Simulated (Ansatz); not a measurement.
Consider the following.

```xyz
2
Lattice="0.0000 3.4216 3.4559 3.4216 0.0000 3.4559 3.4216 3.4216 0.0000" Properties=species:S:1:pos:R:3 pbc="T T T"
Rb     0.0000     0.0000     0.0000
Br     3.4216     3.4216     3.4559
```

No spin polarisation.

All numbers come from PBEsol in Ansatz (plane waves to 420 eV, PAW, no spin-orbit coupling). k-mesh 8×8×8 (Γ-centred); smearing 0.05 eV (Fermi–Dirac).

What is the computed electron mass?

0.36 mₑ (at Γ).

Predict the gap character.

Direct at Γ.

The cells carry an imposed strain or load. Masses are band curvatures over ±0.01 Å⁻¹ around the edge. Whether these cells are dynamically stable was not tested. The cell was made from RbBr in the rock salt structure (space group Fm-3m, No. 225) by this change: uniaxial strain ε_zz = +1.00 %.

Ansatz is an electronic-structure program.
